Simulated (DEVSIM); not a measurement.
**GaAs n-i-p diode**

Structure: GaAs n-i-p diode, at 300 K.

```csv
layer (left to right),material,thickness (μm),Nd (cm⁻³),Na (cm⁻³),τn (s),τp (s)
1,GaAs,0.300,1.2e17,-,2.8e-9,2.8e-9
2,GaAs,4.40,-,9.9e12,8.4e-9,2.8e-9
3,GaAs,0.850,-,5.3e17,2.8e-9,2.8e-9
```

Left contact: ohmic. Right contact: ohmic. Voltage is applied to the left contact. Recombination: SRH at mid-gap, Auger. Mobility is μmin + (μ − μmin)/(1 + (N/Nref)^α).

This is a model device: material constants are rounded textbook-type values typed into the input, and sizes, dopings and lifetimes were drawn at random. Values at 300 K.

| parameter | GaAs |
|---|---|
| gap (eV) | 1.424 |
| affinity (eV) | 4.07 |
| permittivity | 12.9 |
| Nc (cm⁻³) | 4.7e17 |
| Nv (cm⁻³) | 9e18 |
| μn (cm²/Vs) | 8500 |
| μp (cm²/Vs) | 400 |
| μn,min | 500 |
| μp,min | 20 |
| Nref,n | 6e16 |
| Nref,p | 1.5e17 |
| αn | 0.39 |
| αp | 0.38 |
| Cn (cm⁶/s) | 1e-30 |
| Cp (cm⁶/s) | 1e-30 |

Simulated with DEVSIM: 1D drift-diffusion, Boltzmann statistics, complete ionisation; no tunnelling, impact ionisation, image-force lowering or self-heating.

```yaml
potential_step_across_the_device_at_zero_bias: 1.315 V
Dark forward voltage at 1 A/cm²: 0.950 V
Dark forward voltage at 100 A/cm²: 1.158 V
```

Small-signal capacitance in reverse bias (quasi-static):

```tsv
V (V)	C (nF/cm²)
0.04	2.83
0.1	2.82
0.2	2.79
0.3	2.77
0.4	2.76
0.6	2.73
0.8	2.72
1	2.70
1.3	2.68
1.6	2.67
2	2.66
```

Dark forward current:

```tsv
V (V)	J (A/cm²)
-0.05	-2.3e-9
-0.10	-8.2e-9
-0.15	-2.5e-8
-0.20	-7.1e-8
-0.25	-2.0e-7
-0.30	-5.7e-7
-0.35	-1.6e-6
-0.40	-4.7e-6
-0.45	-1.3e-5
-0.50	-3.9e-5
-0.55	-0.00012
-0.60	-0.00035
-0.65	-0.0011
-0.70	-0.0035
-0.75	-0.012
-0.80	-0.038
-0.85	-0.12
-0.90	-0.36
-0.95	-1.0
-1.00	-2.8
-1.05	-7.9
-1.10	-24
-1.15	-81
-1.20	-320
-1.25	-1300
-1.30	-4600
```
